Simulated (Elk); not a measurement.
**Elk run on ScPd3 (Pm-3m, 4 atoms in the cell): self-consistent single point**

Computed with PBEsol, all-electron FP-LAPW, Elk's shipped species files, default APW+lo basis (Elk 10.2.4).

Input:

```
tasks
  0

xctype
  22

rgkmax
  7.0

rmtscf
  0.96

stype
  1

swidth
  0.00999582

avec
    7.5204485719    0.0000000000    0.0000000000
    0.0000000000    7.5204485719    0.0000000000
    0.0000000000    0.0000000000    7.5204485719

sppath
  './'

atoms
  2   : nspecies
  'Sc.in'   : spfname
  1   : natoms; atposl, bfcmt below
  0.0000000000  0.0000000000  0.0000000000    0.0 0.0 0.0
  'Pd.in'   : spfname
  3   : natoms; atposl, bfcmt below
  0.5000000000  0.5000000000  0.0000000000    0.0 0.0 0.0
  0.0000000000  0.5000000000  0.5000000000    0.0 0.0 0.0
  0.5000000000  0.0000000000  0.5000000000    0.0 0.0 0.0

ngridk
  7 7 7
```

Output (repeated stretches shortened):

```
│ Elk code version 10.2.4 │

All units are atomic (Hartree, Bohr, etc.)

│ Ground-state run starting from atomic densities │

Lattice vectors :
   7.520448572       0.000000000       0.000000000
   0.000000000       7.520448572       0.000000000
   0.000000000       0.000000000       7.520448572

Unit cell volume      :    425.3351133
Brillouin zone volume :   0.5831877164

Muffin-tin inner radius fraction :   0.1000000000E-01

Nuclei treated as point charges

Species :    1 (Sc)
 parameters loaded from : Sc.in
 name : scandium
 nuclear charge    :   -21.00000000
 electronic charge :    21.00000000
 atomic mass :    81949.61066
 muffin-tin radius :    2.304000000
 number of radial points in muffin-tin :    497
 atomic positions (lattice), magnetic fields (Cartesian) :
   1 :   0.00000000  0.00000000  0.00000000    0.00000000  0.00000000  0.00000000

Species :    2 (Pd)
 parameters loaded from : Pd.in
 name : palladium
 nuclear charge    :   -46.00000000
 electronic charge :    46.00000000
 atomic mass :    193991.7925
 muffin-tin radius :    2.496000000
 number of radial points in muffin-tin :    497
 atomic positions (lattice), magnetic fields (Cartesian) :
   1 :   0.50000000  0.50000000  0.00000000    0.00000000  0.00000000  0.00000000
   2 :   0.00000000  0.50000000  0.50000000    0.00000000  0.00000000  0.00000000
   3 :   0.50000000  0.00000000  0.50000000    0.00000000  0.00000000  0.00000000

Total number of atoms per unit cell :    4

Spin treatment :
 spin-unpolarised

Number of Bravais lattice symmetries :   48
Number of crystal symmetries         :   48
Crystal has inversion symmetry
Real symmetric eigensolver will be used

k-point grid :      7     7     7
k-point offset :    0.000000000       0.000000000       0.000000000
k-point set is reduced with full crystal symmetry group
Total number of k-points :       20

Muffin-tin radius times maximum |G+k| :    7.000000000
 using average radius
   [... lines left out ...]
Maximum |G| for potential and density :    12.00000000
 potential will be trimmed for |G| > 2 gkmax
Constant for pseudocharge density :    7
Radial integration step length :    4

G-vector grid sizes :     30    30    30
Number of G-vectors :    12533

Maximum angular momentum used for
 APW functions                      :    8
 outer part of muffin-tin           :    6
 inner part of muffin-tin           :    1

Total nuclear charge    :   -159.0000000
Total core charge       :    94.00000000
Total valence charge    :    65.00000000
Total excess charge     :    0.000000000
Total electronic charge :    159.0000000

Effective Wigner radius, rₛ :   0.8611560053

Number of empty states         :   16
Total number of valence states :   49
Total number of core states    :   94

Total number of local-orbitals :   67

Exchange-correlation functional :     22     0     0
 PBEsol, Phys. Rev. Lett. 100, 136406 (2008)
 gradient requirement :    1
 generalised gradient approximation (GGA)

Smearing type :    1
 Methfessel-Paxton order 1, Phys. Rev. B 40, 3616 (1989)
Smearing width :   0.9995820000E-02
Effective electronic temperature (K) :    3156.430308

Mixing type :    3
 Broyden mixing, J. Phys. A: Math. Gen. 17, L317 (1984)

Kohn-Sham potential initialised from atomic data
│ Self-consistent loop started │
│ Loop number : 1 │
 total energy                :     -15817.2097407
│ Loop number : 2 │
 total energy                :     -15823.7207666
RMS change in Kohn-Sham potential (target) :   0.8155242287     (  0.1000000000E-05)
Absolute change in total energy (target)   :    6.511025921     (  0.1000000000E-03)
│ Loop number : 3 │
 total energy                :     -15839.1120385
RMS change in Kohn-Sham potential (target) :   0.6988323529     (  0.1000000000E-05)
Absolute change in total energy (target)   :    17.01902837     (  0.1000000000E-03)
│ Loop number : 4 │
 total energy                :     -15861.6978313
RMS change in Kohn-Sham potential (target) :   0.4577772037     (  0.1000000000E-05)
Absolute change in total energy (target)   :    26.84054989     (  0.1000000000E-03)
│ Loop number : 5 │
 total energy                :     -15875.9742423
RMS change in Kohn-Sham potential (target) :   0.2952900308     (  0.1000000000E-05)
Absolute change in total energy (target)   :    20.98654848     (  0.1000000000E-03)
   [... lines left out ...]
Absolute change in total energy (target)   :   0.1696010756E-01 (  0.1000000000E-03)
│ Loop number : 15 │
 total energy                :     -15897.4880323
RMS change in Kohn-Sham potential (target) :   0.2640033578E-05 (  0.1000000000E-05)
Absolute change in total energy (target)   :   0.2975842352E-02 (  0.1000000000E-03)
│ Loop number : 16 │
 total energy                :     -15897.4879813
RMS change in Kohn-Sham potential (target) :   0.1264834371E-05 (  0.1000000000E-05)
Absolute change in total energy (target)   :   0.6929575502E-03 (  0.1000000000E-03)
│ Loop number : 17 │
 total energy                :     -15897.4879340
RMS change in Kohn-Sham potential (target) :   0.4650002314E-06 (  0.1000000000E-05)
Absolute change in total energy (target)   :   0.1258960874E-03 (  0.1000000000E-03)
│ Loop number : 18 │
 total energy                :     -15897.4879231
RMS change in Kohn-Sham potential (target) :   0.1619166649E-06 (  0.1000000000E-05)
Absolute change in total energy (target)   :   0.2065207445E-04 (  0.1000000000E-03)
Convergence targets achieved

│ Loop number : 19 │

Energies :
 Fermi                       :     0.287504468952
 sum of eigenvalues          :     -9489.47756786
 electron kinetic            :      16571.2667888
 core electron kinetic       :      15997.2622461
 Coulomb                     :     -32005.1734665
 Coulomb potential           :     -25451.9641801
 nuclear-nuclear             :     -1579.85593056
 electron-nuclear            :     -35398.6708918
 Hartree                     :      4973.35335588
 Madelung                    :     -19279.1913765
 xc potential                :     -608.780176618
 exchange                    :     -454.306036986
 correlation                 :     -9.27520045431
 total energy                :     -15897.4879151

Density of states at Fermi energy :    70.05621950
 (states/Hartree/unit cell)

Estimated indirect band gap :   0.4071805988E-02
 from k-point     20 to k-point     19
Estimated direct band gap   :   0.1524388786E-01
 at k-point      6

Charges :
 core                        :    94.00000000
 valence                     :    65.00000000
 interstitial                :    5.328759391
 muffin-tins (core leakage)
  species :    1 (Sc)
   atom    1                 :    18.97851147     (  0.9233522391E-08)
  species :    2 (Pd)
   atom    1                 :    44.89757638     (  0.1046698728E-07)
   atom    2                 :    44.89757638     (  0.1046698728E-07)
   atom    3                 :    44.89757638     (  0.1046698728E-07)
 total in muffin-tins        :    153.6712406
 total calculated charge     :    159.0309834
 total charge                :    159.0000000
 error                       :   0.3098339468E-01

│ Self-consistent loop stopped │
```

The run converged in 19 iterations. The count includes the last loop, which Elk runs after its targets are met.

The starting cell comes from a database of computed structures (which also holds hypothetical and non-ambient phases and stackings), without a prior relaxation at this level. Spin polarisation is off. Values depend on the basis (sphere radii, cutoffs, local orbitals), which need not be converged. The log's line on a gap gives a spacing of levels on this mesh, which the program prints for metals too.
